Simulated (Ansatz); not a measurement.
ZnS in the wurtzite structure (space group P6_3mc, No. 186)

```yaml
crystal:
  lattice:
    - [3.73826, 0.00000, 0.00000]
    - [-1.86913, 3.23743, 0.00000]
    - [0.00000, 0.00000, 6.14288]
  atoms:
    - { symbol: Zn, position: [0.33333, 0.66667, 0.00059] }
    - { symbol: Zn, position: [0.66667, 0.33333, 0.50059] }
    - { symbol: S, position: [0.33333, 0.66667, 0.37441] }
    - { symbol: S, position: [0.66667, 0.33333, 0.87441] }
```

Computed with LDA (Ansatz, a first-principles code, PAW, spin-orbit coupling left out). Γ-centred 10×10×6 mesh, Fermi–Dirac width 0.05 eV.

| Quantity | Value |
|---|---|
| Volume per atom | 18.59 Å³ |
| Density | 4.35 g/cm³ |
| Band gap | 2.19 eV, direct at Γ |
| Electron mass | 0.15 mₑ along c, 0.18 mₑ across |
| Total energy | -2058.716 eV/atom (σ→0; compares only within this code and set-up) |

Effective masses come from finite differences of ±0.01 Å⁻¹. Whether these cells are dynamically stable was not tested.
